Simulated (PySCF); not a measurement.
PySCF 2.14.0, TPSSH/def2-svp, df: C[SiH2]C#C[Si](C)(C)C, 22 atoms. The geometry is a generated start, not checked to be a minimum at this level.

task: energy
method: tpssh
basis: def2-svp
two-electron scheme: density fitting
mol.max_memory: 3000 MB
mf.max_cycle: 100
mf.init_guess: minao (default)
mf.DIIS: CDIIS (default)
mf.conv_tol: 1e-09 (default)
mf.grids.level: 3 (default)
basis functions: 190
grid points: 260384

```xyz
22

Si     3.1628     1.0770    -0.2465
C      4.1796    -0.5120    -0.4792
C      1.3719     0.6276    -0.1083
C      0.2013     0.3348     0.0009
Si    -1.6071    -0.0750     0.1612
C     -2.5637     1.5595     0.3859
C     -1.8380    -1.2004     1.6831
C     -2.1743    -0.9668    -1.4259
H      3.3345     1.9636    -1.4066
H      3.5625     1.7618     0.9918
H      4.0623    -1.1816     0.3683
H      3.8678    -1.0498    -1.3697
H      5.2374    -0.2875    -0.5810
H     -2.2290     2.0899     1.2725
H     -2.4158     2.2178    -0.4648
H     -3.6318     1.3879     0.4890
H     -1.2569    -2.1122     1.5882
H     -1.5167    -0.6996     2.5918
H     -2.8784    -1.4847     1.8149
H     -2.0419    -0.3330    -2.2984
H     -3.2237    -1.2421    -1.3749
H     -1.6030    -1.8748    -1.5921
```

One run each on 2 threads, 1 BLAS thread. Values of diis_space tried: 3, 5, 8 (default), 12, 20.

Problem. Predict the course of the Fock builds along this series.

Solution. Fewest Fock builds, within one of each other: 5 with 12, 8 (default) with 12, 12 with 12, 20 with 12. The count rises to 18 at 3. All converge to one solution.

| diis_space | Fock builds | end |
|---|---|---|
| 3 | 18 | same solution |
| 5 | 12 | same solution |
| 8 (default) | 12 | same solution |
| 12 | 12 | same solution |
| 20 | 12 | same solution |
